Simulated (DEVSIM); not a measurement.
System: abrupt Si p-n junction, at 300 K.

Layer 1 from the left is Si, thickness (μm) 11.0, Na (cm⁻³) 8.8e16, τn (s) 9.4e-7, τp (s) 9.4e-7. Layer 2 from the left is Si, thickness (μm) 19.0, Nd (cm⁻³) 2.3e16, τn (s) 9.4e-7, τp (s) 9.4e-7.

Left contact: ohmic. Right contact: ohmic. Voltage is applied to the left contact. Recombination: SRH at mid-gap. Mobility is constant in doping.

Constants are typed, rounded textbook-type inputs, not results; the design itself was drawn at random and stands for no fabricated device. Values at 300 K.

Si: gap (eV) 1.124, affinity (eV) 4.05, permittivity 11.7, Nc (cm⁻³) 2.86e19, Nv (cm⁻³) 3.1e19, μn (cm²/Vs) 1417, μp (cm²/Vs) 470.

DEVSIM, 1D drift-diffusion, Boltzmann statistics, complete ionisation; no tunnelling, impact ionisation, image-force lowering or self-heating.

Dark forward current:

| |V| (V) | |J| (A/cm²) |
|---|---|
| 0.05 | 2.931e-9 |
| 0.10 | 1.071e-8 |
| 0.15 | 3.407e-8 |
| 0.20 | 1.139e-7 |
| 0.25 | 4.409e-7 |
| 0.30 | 2.078e-6 |
| 0.35 | 1.166e-5 |
| 0.40 | 7.303e-5 |
| 0.45 | 0.0004834 |
| 0.50 | 0.003281 |
| 0.55 | 0.02250 |
| 0.60 | 0.1548 |
| 0.65 | 1.055 |
| 0.70 | 6.774 |
| 0.75 | 34.76 |
| 0.80 | 121.2 |
| 0.85 | 296.5 |
| 0.90 | 572.6 |
| 0.95 | 952.7 |
| 1.00 | 1437 |
| 1.05 | 2027 |

Work out the local ideality factor n = ΔV / (kT/q · ln(J2/J1)) between the rows 0.15 and 0.20 V, 0.55 and 0.60 V, 1.00 and 1.05 V.

kT/q = 25.85 mV. From 0.15 to 0.20 V: ln(1.139e-7/3.407e-8) = 1.207, n = 1.60. From 0.55 to 0.60 V: ln(0.1548/0.02250) = 1.929, n = 1.00, near the 1 of diffusion or emission over a barrier. From 1.00 to 1.05 V: ln(2027/1437) = 0.344, n = 5.62.

Estimate the current at 0.50 V from the Shockley equation with J0 = Σ q ni² D/(N L) coth(W/L), τ joining the SRH, radiative and Auger lifetimes that are on, and W taken as the whole layer.

ni² = 1.16e20 cm⁻⁶; electrons in the p layer: μ = 1420 cm²/Vs, D = 36.6 cm²/s, τ = 9.40e-7 s, L = 58.7 μm, W/L = 0.19, term 7.11e-12 A/cm²; holes in the n layer: μ = 470 cm²/Vs, D = 12.1 cm²/s, τ = 9.40e-7 s, L = 33.8 μm, W/L = 0.56, term 5.69e-12 A/cm². J0 = 1.28e-11 A/cm², and J = J0 exp(qV/kT) = 0.00322 A/cm². The simulation gives 0.00328 A/cm²; the estimate lies 2.0 % below. The estimate leaves out recombination in the depletion region and that region's share of W.
